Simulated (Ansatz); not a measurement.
Base system: In2O3 (space group P-3m1, No. 164; a = 3.419 Å, c = 6.094 Å; a hypothetical phase, not in the database extracts checked).

Levels (all Ansatz, a program for electronic structure, PAW): PBEsol (420 eV, no spin-orbit coupling); HSE06 (420 eV, no SOC).

Its gap is 0.70 eV with PBEsol and 2.18 eV with HSE06.

One thing is altered: a hydrostatic pressure of 10 GPa.

With PBEsol the gap becomes 0.89 eV.

Task: If the HSE06 correction stayed the same, what would the HSE06 gap be, and what does the HSE06 run give?

Result: A rigid correction of +1.48 eV gives 2.37 eV. The HSE06 run gives 2.40 eV, so the two effects roughly add.

Single points use the geometry relaxed with PBEsol. HSE06 was sampled on its mesh, a few special points and the semilocal edge points, so its gap is an upper bound. Load acts through the strain it causes; cell and atoms are relaxed under it. Whether these cells are dynamically stable was not tested. Competing high-pressure phases were not computed. The base started in P3m1 and relaxed to P-3m1 at this level.
